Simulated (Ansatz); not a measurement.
Consider Pb in the fcc (Cu type) structure (space group Fm-3m, No. 225; relaxed with 0.1 eV smearing).

```
CELL_PARAMETERS angstrom
      0.00000     2.46707     2.46707
      2.46707     0.00000     2.46707
      2.46707     2.46707     0.00000
ATOMIC_POSITIONS crystal
  Pb 0.00000 0.00000 0.00000
```

Cartesian axes are those of the cell as printed.

Computed with PBEsol (Ansatz, a program for electronic structure), no spin-orbit coupling.

Modification: biaxial strain +2.50 %, plane normal [001], relaxed out of plane (Cartesian); in-plane vectors clamped, the third vector and the atoms free.

Q: How does this affect the ratio −ε⊥/ε∥?

A: The ratio −ε⊥/ε∥ amounts to 1.53.

Q: Estimate the effect on the energy relative to the base.

A: The energy goes up by 3.6 meV/atom.

No phonon test of stability was made.
